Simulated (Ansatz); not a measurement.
**Response to strain in MgS**

Base system: MgS in the rock salt structure (space group Fm-3m, No. 225; a = 5.182 Å). Axes: x, y, z lie along the cube axes.

Strains are applied to the cell and any free atomic positions relax.

Calculations: PBEsol (Ansatz, a program for electronic structure; PAW; 420 eV plane waves; no spin-orbit coupling).

Notes on the quantities. energy relative to the base: free energy F.

```json
[
 {"uniaxial strain ε_zz (%)": "-3", "energy relative to the base (meV/atom)": "8.4"},
 {"uniaxial strain ε_zz (%)": "-2.5", "energy relative to the base (meV/atom)": "?"},
 {"uniaxial strain ε_zz (%)": "-2", "energy relative to the base (meV/atom)": "3.6"},
 {"uniaxial strain ε_zz (%)": "-1.5", "energy relative to the base (meV/atom)": "2.0"},
 {"uniaxial strain ε_zz (%)": "-1", "energy relative to the base (meV/atom)": "0.9"},
 {"uniaxial strain ε_zz (%)": "-0.5", "energy relative to the base (meV/atom)": "0.2"},
 {"uniaxial strain ε_zz (%)": "0", "energy relative to the base (meV/atom)": "0.0"}
]
```

Problem. Fit ΔE = Aε² + Bε³ (ε in %) to the rows shown and predict the withheld row.

Solution. Least squares on the printed values gives A = 0.843 and B = -0.030 meV/atom (largest residual 0.0 meV/atom); this predicts 5.7 meV/atom, and the run gives 5.7 meV/atom, in agreement.

Stability against distortions was not tested.
